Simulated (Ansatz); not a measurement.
**A computed series for Hf: response to strain**

Consider Hf in the hcp (Mg type) structure (space group P6_3/mmc, No. 194; a = 3.204 Å, c = 5.073 Å; relaxed with 0.1 eV smearing). Axes: x lies along a and z along c of the hexagonal cell.

Strains are applied to the cell and any free atomic positions relax.

Calculations: Kohn–Sham DFT with the PBE functional, run in Ansatz (a program for electronic structure) with PAW and 420 eV plane waves, no spin-orbit coupling.

Notes on the quantities. energy relative to the base: free energy F.

| uniaxial strain ε_zz (%) | energy relative to the base (meV/atom) |
|---|---|
| 0 | 0.0 |
| 0.5 | ? |
| 1 | 1.3 |
| 1.5 | 3.0 |
| 2 | 5.3 |
| 2.5 | 8.1 |
| 3 | 11.6 |

Problem. Fit ΔE = Aε² + Bε³ (ε in %) to the rows shown and predict the withheld row.

Solution. Least squares on the printed values gives A = 1.37 and B = -0.027 meV/atom (largest residual 0.0 meV/atom); this predicts 0.3 meV/atom, and the run gives 0.3 meV/atom, in agreement.

Whether these cells are dynamically stable was not tested. The final runs are not spin-polarised.
